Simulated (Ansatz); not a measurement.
Pt on the 1x1 (10-10) surface of wurtzite GaN (cut with top plane Ga + N), one in a 2x1 cell, started at the site 'top N'

Host crystal: wurtzite GaN, with a band gap (PBE, scalar-relativistic without spin-orbit coupling).

Calculation: PBE (plane waves to 420 eV, PAW; Ansatz, a program for electronic structure).

Slab: 33 atoms, 9.3 Å thick at the start under the adsorbate (thin: gaps and levels are the slab's own); k 3x4x1, smearing 0.01 eV, dipole-corrected; 16 atoms held, the rest relaxed; start symmetry kept, larger cells not searched; spin-polarised, no spin-orbit, no U, no dispersion correction. The starting moment vanished. At the end it is bonded to Ga + N. In PBE it is, or lies within 0.03 eV of, the lowest of the starts that converged.

```yaml
adsorption energy against an atom of fcc Pt: 188 kJ/mol
change_of_the_step_from_the_bottom_to_the_top_vacuum_level_against_the_clean_slab: -0.32 eV
energy_released_by_relaxation: 1.04 eV
height of the binding atom over the mean of the host atoms within 0.3 Å of the top one: 1.915 Å
magnetic_moment_of_the_cell: 0.00 μB
nearest_host_atoms_of_the_binding_atom: N at 1.98 Å, Ga at 2.39 Å, Ga at 3.35 Å
largest_move_of_a_host_atom: 0.26 Å
note: in the relaxation the adsorbate left its starting site by 0.5 Å
cost: around 19 core-minutes (rough)
```

A negative adsorption energy means that the adsorbate is more stable on the surface than in its reference.
